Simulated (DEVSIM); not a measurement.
Device: abrupt Si n-p junction, at 300 K.

| layer (left to right) | material | thickness (μm) | Nd (cm⁻³) | Na (cm⁻³) | τn (s) | τp (s) |
|---|---|---|---|---|---|---|
| 1 | Si | 0.790 | 1.1e18 | - | 2.2e-5 | 2.2e-5 |
| 2 | Si | 0.680 | - | 1.3e16 | 2.2e-5 | 2.2e-5 |

Left contact: ohmic. Right contact: ohmic. Voltage is applied to the left contact. Recombination: SRH at mid-gap. Gap narrowing is on: ΔEg = 6.92 meV × (l + √(l² + 0.5)), l = ln(N/1.3e17 cm⁻³), shared equally by both band edges. Mobility is μmin + (μ − μmin)/(1 + (N/Nref)^α).

Constants are typed, rounded textbook-type inputs, not results; the design itself was drawn at random and stands for no fabricated device. Values at 300 K; Nc and Nv go as T^1.5, mobilities as T to minus their exponent, the gap by Varshni's rule with the affinity fixed. The table also holds parameters that only a changed run uses.

| parameter | Si |
|---|---|
| gap (eV) | 1.124 |
| affinity (eV) | 4.05 |
| permittivity | 11.7 |
| Nc (cm⁻³) | 2.86e19 |
| Nv (cm⁻³) | 3.1e19 |
| μn (cm²/Vs) | 1417 |
| μp (cm²/Vs) | 470 |
| μn,min | 52 |
| μp,min | 45 |
| Nref,n | 9.7e16 |
| Nref,p | 2.2e17 |
| αn | 0.68 |
| αp | 0.72 |
| T exponent of μn | 2.3 |
| T exponent of μp | 2.2 |
| Cn (cm⁶/s) | 2.8e-31 |
| Cp (cm⁶/s) | 9.9e-32 |
| Varshni α (eV/K) | 0.000473 |
| Varshni β (K) | 636 |

Simulated with DEVSIM: 1D drift-diffusion, Boltzmann statistics, complete ionisation; no tunnelling, impact ionisation, image-force lowering or self-heating.

Base results: largest field in the device at zero bias (V/cm) 68000; potential step across the device at zero bias (V) 0.823; dark forward voltage at 100 A/cm² (V) 0.665; dark forward voltage at 1 A/cm² (V) 0.541.

Task: What follows from this one change: doping Nd of layer 1 1.1e+18 → 3.3e+18 cm^-3?

Result: largest field in the device at zero bias 68000 → 89000 V/cm; potential step across the device at zero bias 0.823 → 0.844 V; dark forward voltage at 100 A/cm² little changed (0.665 V); dark forward voltage at 1 A/cm² little changed (0.541 V).

Task: What follows from this one change: temperature 300 → 400 K?

Result: largest field in the device at zero bias little changed (71000 V/cm); potential step across the device at zero bias 0.823 → 0.671 V; dark forward voltage at 100 A/cm² 0.665 → 0.467 V; dark forward voltage at 1 A/cm² 0.541 → 0.301 V.

Task: What follows from this one change: constant mobility in place of the doping-dependent one?

Result: largest field in the device at zero bias little changed (68000 V/cm); potential step across the device at zero bias little changed (0.823 V); dark forward voltage at 100 A/cm² 0.665 → 0.658 V; dark forward voltage at 1 A/cm² 0.541 → 0.535 V.
